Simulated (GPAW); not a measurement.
**Pressure against volume in hcp Mg (space group 194) (GPAW, PBEsol)**

```
Mg
1.0
    3.11680     0.00000     0.00000
   -1.55840     2.69923     0.00000
    0.00000     0.00000     5.05873
Mg
2
Direct
  0.66667   0.33333   0.75000
  0.33333   0.66667   0.25000
```

Method of the run: PBEsol, GPAW PAW datasets PBEsol (made by gpaw-setup) (plane waves; GPAW). Settings: mode = pw; ecut = 780 eV; xc = PBEsol; kpts = 21 21 11; mesh shift (steps) = 0 0 0; occupations.name = fermi-dirac; occupations.width = 0.05 eV; nbands = -10; symmetry.symmorphic = false; symmetry.tolerance = 0.0005; maxiter = 150. The cell above is the first row's. The rows scale it uniformly. In all rows fractional positions and the k mesh are held.

| V (Å^3/atom) | P (GPa) |
|---|---|
| 21.279 | ? |
| 21.742 | 1.39 |
| 22.205 | 0.52 |
| 22.667 | -0.28 |
| 23.130 | -0.98 |
| 23.592 | -1.62 |
| 24.055 | -2.21 |
| 24.518 | -2.72 |
| 24.980 | -3.19 |

Q: Fit P against V with a cubic, and predict the withheld value at V = 21.279.

A: With u = V - 23.4, the rows have u = -1.6580, -1.1950, -0.7330, -0.2700, 0.1920, 0.6550, 1.1180, 1.5800. Least squares gives P = -1.367 - 1.3736·u + 0.1565·u² - 0.01096·u³. Residuals (row less fit): -0.001, 0.003, -0.008, 0.005, 0.005, -0.007, 0.002, 0.000; standard error 0.007 (degrees of freedom: 4). The fitted pressure is zero at V0 = 22.50, where dP/dV = -1.681, so B0 = -V0·dP/dV = 37.8 GPa. At the withheld row, u = -2.1210, so P = -1.367 - 1.3736 × (-2.1210) + 0.1565 × (-2.1210)² - 0.01096 × (-2.1210)³ = 2.355 GPa. The calculation gives 2.35 GPa, 0.005 GPa below the prediction (0.1 % of the range of P in the table). The row lies outside the fitted rows, so this is an extrapolation. From the scatter of the fitted rows alone, a prediction at this place has a standard error of 0.018 GPa, so the miss is 0.3 times that.

Carrying the step between the two nearest rows on in a straight line would have given 2.26, off by 0.09; series whose last step already gives the withheld value aren't shown. The scan was laid around a cell of about the measured size, scaled by a guess for this functional; axis ratios and inner coordinates come from that cell. The runs keep the symmetry of the cell, so they don't test it for distortions. The shape of the cell and the inner coordinates aren't relaxed, so V0 and B0 belong to this uniform scaling; a relaxed crystal lies no higher in energy and is usually softer. Cutoffs and mesh are single choices, not tested for convergence of this quantity. Series with a scatter that would blur these digits, or in which a gap closes, are not shown.
